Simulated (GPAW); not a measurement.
GPAW run on KI (Fm-3m, 2 atoms in the cell): self-consistent single point.

Method of the run: LDA (Perdew-Wang 92), GPAW PAW datasets LDA (gpaw-data 1.0.1) (plane waves; GPAW 25.7.0).

```
CELL_PARAMETERS angstrom
      0.00000     3.53500     3.53500
      3.53500     0.00000     3.53500
      3.53500     3.53500     0.00000
ATOMIC_POSITIONS crystal
  K  0.00000 0.00000 0.00000
  I  0.50000 0.50000 0.50000
```

Reference input (self-consistent single point, DFT PBE, plane waves, GPAW PAW datasets PBE (gpaw-data 1.0.1)): mode = pw; ecut = 600 eV; xc = PBE; kpts = 4 4 4; mesh shift (steps) = 0 0 0; occupations.name = fermi-dirac; occupations.width = 0.05 eV; nbands = -4; convergence.density = 1e-05 e/electron; convergence.energy = 1e-05 eV/electron; convergence.bands = -2; symmetry.symmorphic = false. This run's input differs from it in these lines:

```diff
@@ -13,3 +13,3 @@
 calc = GPAW(mode={'name': 'pw', 'ecut': 600},
-            xc='PBE',
+            xc='LDA',
             kpts={'size': (4, 4, 4), 'gamma': True},
```

Its files differ too (potentials: GPAW PAW datasets LDA (gpaw-data 1.0.1)).

Output, abridged:

```
     iter     time        total  log10-change:
                         energy   eigst   dens
iter:   1 --:--:--    -6.416726   +1.06
iter:   2 --:--:--    -6.411937   -0.09  -1.40
iter:   3 --:--:--    -6.345481   -0.67  -1.43
iter:   4 --:--:--    -6.331795   -0.41  -1.57
iter:   5 --:--:--    -6.331307   -1.16  -1.73
iter:   6 --:--:--    -6.330975   -1.12  -2.52
iter:   7 --:--:--    -6.330696   -1.14  -2.79
iter:   8 --:--:--    -6.330671   -1.35  -2.87
iter:   9 --:--:--    -6.330670c  -1.75  -3.40
iter:  10 --:--:--    -6.330668c  -2.21  -3.44
iter:  11 --:--:--    -6.330667c  -2.71  -3.99
iter:  12 --:--:--    -6.330667c  -3.17  -4.21
iter:  13 --:--:--    -6.330667c  -3.63  -4.71
   [... 5 lines left out ...]
iter:  19 --:--:--    -6.330667c  -6.29  -4.85
iter:  20 --:--:--    -6.330667c  -6.60  -4.90
iter:  21 --:--:--    -6.330667c  -6.91  -4.90
iter:  22 --:--:--    -6.330667c  -7.26  -4.94
iter:  23 --:--:--    -6.330667c  -7.40  -5.13c
iter:  24 --:--:--    -6.330667c  -7.55c -5.15c
Converged after 24 iterations.

Dipole moment: (-0.000000, -0.000000, -0.000000) |e|*Ang

Energy contributions relative to reference atoms: (reference = -209724.155214)

Kinetic:         +2.267901
Potential:       -2.091252
External:        +0.000000
XC:              -5.834726
Entropy (-ST):   -0.000000
Local:           -0.672591
SIC:             +0.000000
--------------------------
Free energy:     -6.330667
Extrapolated:    -6.330667

Showing only first 2 kpts
 Kpt  Band  Eigenvalues  Occupancy
  0     6      0.19545    2.00000
  0     7      0.19545    2.00000
  0     8      3.80604    0.00000
  0     9      6.49552    0.00000

  1     6     -0.01761    2.00000
  1     7     -0.01761    2.00000
  1     8      5.17636    0.00000
  1     9      5.50005    0.00000

Fermi level: 1.78103

Gap: 3.611 eV
Transition (v -> c):
  (s=0, k=0, n=7, [0.00, 0.00, 0.00]) -> (s=0, k=0, n=8, [0.00, 0.00, 0.00])
No difference between direct/indirect transitions
Energy (eV): -6.330667

Forces in eV/Ang:
  0 K    -0.00000    0.00000    0.00000
  1 I     0.00000    0.00000   -0.00000

Stress tensor:
     0.008326     0.000000     0.000000
     0.000000     0.008326     0.000000
     0.000000     0.000000     0.008326
Stress (GPa, Voigt): [1.334 1.334 1.334 0.    0.    0.   ]
```

The run converged in 24 iterations. GPAW prints stress with tension positive. Against the reference run the pressure goes from 0.55 to -1.33 GPa and the gap on the mesh goes from 3.972 to 3.611 eV.

The starting cell has typed, rounded lattice constants, without a prior relaxation at this level. Spin-orbit coupling is off.
